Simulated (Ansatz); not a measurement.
Results of LDA in Ansatz (PAW) for SmMg₃ (Fm-3m, No. 225).

Settings: plane-wave cutoff 520 eV, 14×14×14 k mesh, Fermi–Dirac smearing 0.05 eV, spin-polarised with parallel moments, scalar-relativistic PAW data made under PBE.

Computed at the level's own relaxed cell.

**Question.** Give the computed lattice constant a and bulk modulus.

**Answer.** 
- lattice constant a: 7.263 Å
- bulk modulus: 36.2 GPa

The run finds no gap.

Note: the magnetic order was assumed, not searched for or taken from measurement; the 4f shell is treated without U or exact exchange, so its levels and filling can be wrong; the bulk modulus is −V dP/dV from two relaxed cells at ±2 % in volume.

Spin–orbit coupling is not included.

The computed numbers hold no vibrational or temperature effects.

Computing time: about 2.1 core-minutes (a rough figure).

Ansatz is a quantum-chemistry and plane-wave program.
